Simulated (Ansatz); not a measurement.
# Worked example: self-consistent single point of Tc₃Ge (Fm-3m, 4 atoms in the cell) in Ansatz

Computed with PBEsol, harder PAW files (source: ansatz) made with PBE (plane waves; Ansatz, an electronic-structure program).

This input was run:

Ansatz 0.2 input:
```yaml
# Tc3Ge
crystal:
  lattice:
    - [0.000000, 3.303937, 3.303937]
    - [3.303937, 0.000000, 3.303937]
    - [3.303937, 3.303937, 0.000000]
  atoms:
    - { symbol: Ge, position: [0.000000, 0.000000, 0.000000] }
    - { symbol: Tc, position: [0.500000, 0.500000, 0.500000] }
    - { symbol: Tc, position: [0.250000, 0.250000, 0.250000] }
    - { symbol: Tc, position: [0.750000, 0.750000, 0.750000] }
basis:
  ecutwfc: 820.0
kpoints:
  mp_grid: { grid: [7, 7, 7] }
hamiltonian:
  xc: pbesol
  pseudopotentials: { kind: paw, source: ansatz }
scf:
  occupations: { method: methfessel_paxton, width: 0.272 }
output:
  forces: true
  eigenvalues: true
  stress: true
```

Output (repeated stretches shortened):

```
WARN ansatz: RAYON_NUM_THREADS=1 ignored (pool sized by the plan → 1); use --threads N
Pseudopotentials: kind: paw
Pseudopotential: Ge, paw, valence charge 14
Pseudopotential: Tc, paw, valence charge 15
Crystal: 4 atoms, lattice volume = 72.132 Å³
Basis set: ecut = 820 eV, 3839 PW (Γ), exchange–correlation on 90×90×90 points (8 copies of the dense FFT grid, shifted against one another)
Bands: 36, of which v1, the nominal top of the filled ones, is band 30 counted from 1 (29 counted from 0)
Symmetry: 48 space group operations
Space group: Fm-3m (ITA 225), of the structure as read, at distance tolerance 4.2e-5 Å
k-points: 20 of 343
PAW frozen core: Ge, regenerated for the run's functional, and the local potential with it
PAW frozen core: Tc, regenerated for the run's functional, and the local potential with it
Initial density: superposition of atomic densities (chi_scale 0.1, normalization cell, long waves kept (reshape's long-wave potential 0.00 eV rms))
Initial wavefunctions: pseudopotential atomic-orbital guess
Eigensolver: davidson
Functional: x = pbesol(κ = 0.804, μ = 0.12345679012345678), c = pbesol(β = 0.046)
SCF iter   1: F=—  HF=-20268.575019 eV  |F-HF|=—  |Δ(HF+E_count)|=         —  Δρ=4.99e-2  dr2=2.35e0  ethr=3.10e-3  ⟨swp⟩=5.8  Hψ=2546  notcnv=0
all-band conjugate gradients solve this SCF's bands
preconditioner: auto → Kerker (q_TF=auto, 2.638 Å⁻¹)
SCF iter   2: F=—  HF=-20268.100423 eV  |F-HF|=—  |Δ(HF+E_count)|=   4.75e-1  S|Δr|=    0.00e0  Δρ=2.88e-2  dr2=8.64e-1  ethr=3.10e-3  ⟨swp⟩=2.5  Hψ=1108  notcnv=0
SCF iter   3: F=—  HF=-20267.815149 eV  |F-HF|=—  |Δ(HF+E_count)|=   2.85e-1  S|Δr|=    0.00e0  Δρ=6.61e-3  dr2=4.38e-2  ethr=1.46e-3  ⟨swp⟩=2.4  Hψ=1271  notcnv=0
SCF iter   4: F=—  HF=-20267.796349 eV  |F-HF|=—  |Δ(HF+E_count)|=   1.88e-2  S|Δr|=    0.00e0  Δρ=2.07e-3  dr2=2.66e-3  ethr=7.42e-5  ⟨swp⟩=2.6  Hψ=1384  notcnv=0
SCF iter   5: F=—  HF=-20267.795403 eV  |F-HF|=—  |Δ(HF+E_count)|=   9.46e-4  S|Δr|=    0.00e0  Δρ=4.19e-4  dr2=1.40e-4  ethr=4.52e-6  ⟨swp⟩=2.2  Hψ=1163  notcnv=0
SCF iter   6: F=—  HF=-20267.795361 eV  |F-HF|=—  |Δ(HF+E_count)|=   4.16e-5  S|Δr|=    0.00e0  Δρ=1.17e-4  dr2=1.00e-5  ethr=2.38e-7  ⟨swp⟩=2.2  Hψ=1154  notcnv=0
SCF iter   7: F=—  HF=-20267.795531 eV  |F-HF|=—  |Δ(HF+E_count)|=   1.70e-4  S|Δr|=    0.00e0  Δρ=3.15e-5  dr2=1.09e-6  ethr=1.70e-8  ⟨swp⟩=2.2  Hψ=1236  notcnv=0
SCF iter   8: F=-20267.795531 eV  HF=-20267.795531 eV  |F-HF|=1.36e-8  |Δ(HF+E_count)|=   1.28e-7  S|Δr|=    0.00e0  Δρ=4.76e-6  dr2=1.89e-8  ethr=1.69e-10  ⟨swp⟩=7.1  Hψ=4504  notcnv=0
SCF 1 converged in 8 iterations: F = -20267.795531 eV  dr2 = 1.89e-8
SCF converged after 8 iterations
Stability not checked (fill_not_monotonic)
Free energy (F): -20267.795531 eV
Harris-Foulkes:  -20267.795531 eV  (|F-HF|=1.36e-8)
Internal energy: -20267.784184 eV  (E = F + TS)
E sigma→0 (E₀):  -20267.792695 eV
Entropy (-TS):   -0.011347 eV (-2.837 meV/atom)
Fermi energy:    16.030339 eV
--- Per-component energies (eV) ---
  E_band       = -467.014960
  E_kinetic    = 2293.926688
  E_local      = -4991.916340  (includes V_loc(G=0)·N_el)
  E_nonlocal   = -337.121756
  E_hartree    = 1676.511280
  E_xc         = -882.624238
  E_vxc        = -988.119425  (∫ρ·V_xc dr)
  E_paw        = -11123.638638  (= ΣΔE_a)
  E_vpaw       = 203.184879  (= ΣTr[D̂ρ^β])
  E_aug_tail   = -0.000130  (compensation charges beyond the density's cutoff)
  E_ewald      = -6904.520938
  E_core_change = 1.599888  (= ΣΔE_core)
  E_smearing   = -0.011347  (= −TS)
  E_closure    = 0.000000  (closes the sum)
  Σ components = -20267.795531   (vs F -20267.795531, Δ=0.00e0)
--- Forces (eV/Å), atoms counted from 1 ---
  atom   1  Ge     0.00000000     0.00000000    -0.00000000
   [... zero for the other atoms too ...]
  max |Σ_I F_I| component: 4.63e-17 eV/Å
--- Stress (GPa, compression-positive) ---
      -38.935725      -0.000000       0.000000
       -0.000000     -38.935725       0.000000
        0.000000       0.000000     -38.935725
  P = ⅓ Tr σ = -38.9357 GPa (-389.357 kbar)
  The stress holds the Pulay correction. Without it, at fixed plane waves, as pw.x and ABINIT print it: P = -38.9493 GPa
--- Band table (eV; the first three rows and the last of 20) ---
  k-point 0: bands = ["-50.9832", "-50.5532", "-50.5427", "-23.0462", "-23.0462", "-23.0462", "-22.6426", "-22.6426", "-22.6426", "-22.5129", "-22.5129", "-22.5129", "-8.5316", "-8.5316", "-8.5316", "-8.5201", "-8.5201", "6.2242", "12.4019", [...]
  k-point 1: bands = ["-50.9821", "-50.5534", "-50.5436", "-23.0509", "-23.0509", "-23.0477", "-22.6356", "-22.6356", "-22.6261", "-22.5288", "-22.5153", "-22.5153", "-8.5320", "-8.5317", "-8.5317", "-8.5199", "-8.5199", "6.3967", "12.0476", [...]
  k-point 2: bands = ["-50.9798", "-50.5534", "-50.5460", "-23.0609", "-23.0609", "-23.0472", "-22.6195", "-22.6195", "-22.5919", "-22.5653", "-22.5213", "-22.5213", "-8.5329", "-8.5318", "-8.5318", "-8.5196", "-8.5196", "6.8307", "11.4795", [...]
  k-point 19: bands = ["-50.9759", "-50.5522", "-50.5513", "-23.0968", "-23.0618", "-23.0401", "-22.6527", "-22.5647", "-22.5590", "-22.5514", "-22.5442", "-22.5392", "-8.5334", "-8.5330", "-8.5321", "-8.5197", "-8.5191", "7.4475", "11.6365", [...]
```

The run converged in 8 iterations.

The starting cell was generated: these elements placed on a structure prototype, without a prior relaxation; it need not be a known phase or ordering of this composition. Spin polarisation is off. With a pressure of about -39 GPa the cell is away from its equilibrium volume at this level. Ansatz's pressure includes its estimate of the finite-basis (Pulay) stress.
